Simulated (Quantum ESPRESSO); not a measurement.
Quantum ESPRESSO is run on Te (P3_121, 3 atoms in the cell), and the run fails. The aim is a self-consistent single point with DFT, PBE, plane waves, GBRV 1.5 ultrasoft (PBE) pseudopotentials.

The input file:

```fortran
&control
 calculation = 'scf'
 prefix = 'pwscf'
 outdir = './tmp/'
 pseudo_dir = './'
 verbosity = 'high'
 tprnfor = .true.
 tstress = .true.
/
&system
 ibrav = 0
 celldm(1) = 8.6700750723
 nat = 3
 ntyp = 1
 ecutwfc = 40
 ecutrho = 200
 occupations = 'smearing'
 smearing = 'cold'
 degauss = 0.019992
 nbnd = 8
/
&electrons
 conv_thr = 1.0e-11
 mixing_beta = 0.7
/
ATOMIC_SPECIES
Te   127.6000  te_pbe_v1.uspp.F.UPF
CELL_PARAMETERS alat
   1.0000000000     0.0000000000     0.0000000000
  -0.5000000000     0.8660254038     0.0000000000
   0.0000000000     0.0000000000     1.2822454491
ATOMIC_POSITIONS crystal
Te    0.2567000000    0.0000000000    0.3333333333
Te    0.0000000000    0.2567000000    0.6666666667
Te    0.7433000000    0.7433000000    0.0000000000
K_POINTS automatic
7 7 5  0 0 0
```

Output (repeated stretches shortened):

```
 %%%%%%%%%%%%%%%%%%%%%%%%%%%%%%%%%%%%%%%%%%%%%%%%%%%%%%%%%%%%%%%%%%%%%%%%%%%%%%
     Error in routine setup (1):
     too few bands
 %%%%%%%%%%%%%%%%%%%%%%%%%%%%%%%%%%%%%%%%%%%%%%%%%%%%%%%%%%%%%%%%%%%%%%%%%%%%%%

     stopping ...
```

Task: Read the log: what does the program object to, and what is the fix?

Result: The fault is too few bands; here the program stops on it instead of giving results. To fix it, raise the band count or leave it to the default. The program stopped before any SCF iteration.

The sound input it was made from differs as follows (other fixes are possible):
```diff
- nbnd = 8
```

With that input, the run converged in 8 iterations: free energy E − TS -1081.5786 eV; Fermi level (on the code's own zero) 5.38 eV; pressure 0.95 GPa; largest force (vector length) 0.364 eV/Å (DFT, PBE, plane waves, GBRV 1.5 ultrasoft (PBE) pseudopotentials).

On the sound input: the starting cell comes from a database of computed structures (which also holds hypothetical and non-ambient phases and stackings), without a prior relaxation at this level. Its lattice was rescaled by a random factor within 2.5 % of one.
